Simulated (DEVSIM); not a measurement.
System: Al0.4Ga0.6As/GaAs p-n heterojunction, at 300 K.

```csv
layer (left to right),material,thickness (μm),Nd (cm⁻³),Na (cm⁻³),τn (s),τp (s)
1,Al0.4Ga0.6As,0.250,-,1.4e15,1e-9,1e-9
2,GaAs,0.180,7.2e15,-,1e-9,1e-9
```

Left contact: ohmic. Right contact: ohmic. Voltage is applied to the left contact. Recombination: SRH at mid-gap. Mobility is μmin + (μ − μmin)/(1 + (N/Nref)^α).

This is a model device: material constants are rounded textbook-type values typed into the input, and sizes, dopings and lifetimes were drawn at random. Values at 300 K.

```tsv
parameter	Al0.4Ga0.6As	GaAs
gap (eV)	1.9228	1.424
affinity (eV)	3.754	4.07
permittivity	11.76	12.9
Nc (cm⁻³)	7.93e17	4.7e17
Nv (cm⁻³)	9e18	9e18
μn (cm²/Vs)	3220	8500
μp (cm²/Vs)	158	400
μn,min	500	500
μp,min	20	20
Nref,n	6e16	6e16
Nref,p	1.5e17	1.5e17
αn	0.39	0.39
αp	0.38	0.38
```

Simulated with DEVSIM: 1D drift-diffusion, Boltzmann statistics, complete ionisation; no tunnelling, impact ionisation, image-force lowering or self-heating. Band offsets follow the typed affinities; no thermionic-emission limit at abrupt steps, no polarisation charge.

Task: Tabulate band edges, carrier densities and field at 1.05 V on the left contact.

Result: Energies count from the Fermi level of the right contact; mesh points crowd at the junctions.

```tsv
x (μm)	Ec (eV)	Ev (eV)	n (cm⁻³)	p (cm⁻³)	field (V/cm)
0.000	0.646	-1.277	< 1e2	1.4e15	-4800
0.003658	0.644	-1.278	850000	1.3e15	-4800
0.009994	0.641	-1.282	2500000	1.2e15	-4800
0.02096	0.636	-1.287	5800000	9.5e14	-4900
0.04760	0.623	-1.300	1.7e7	5.6e14	-5100
0.08608	0.602	-1.321	5.3e7	2.5e14	-5700
0.1439	0.566	-1.357	2.4e8	5.9e13	-6900
0.2023	0.522	-1.401	1.4e9	8.8e12	-8100
0.2245	0.503	-1.419	2.8e9	3.1e12	-8600
0.2367	0.493	-1.430	4.2e9	1.3e12	-8800
0.2444	0.486	-1.437	5.5e9	4.9e11	-9000
0.2500	0.481	-1.442	6.6e9	2.6e10	-8700
0.2533	0.162	-1.262	8.9e14	2.8e13	-8000
0.2593	0.157	-1.267	1.1e15	2.3e13	-7500
0.2738	0.147	-1.277	1.6e15	1.5e13	-6300
0.2945	0.136	-1.288	2.4e15	9.2e12	-4800
0.3300	0.123	-1.301	4.1e15	4.6e12	-2800
0.3729	0.114	-1.310	5.7e15	2.1e12	-1400
0.4052	0.110	-1.314	6.6e15	8.3e11	-970
0.4177	0.109	-1.315	6.9e15	4.0e11	-890
0.4245	0.108	-1.315	7.1e15	1.8e11	-870
0.4300	0.108	-1.316	7.2e15	< 1e2	-870
```
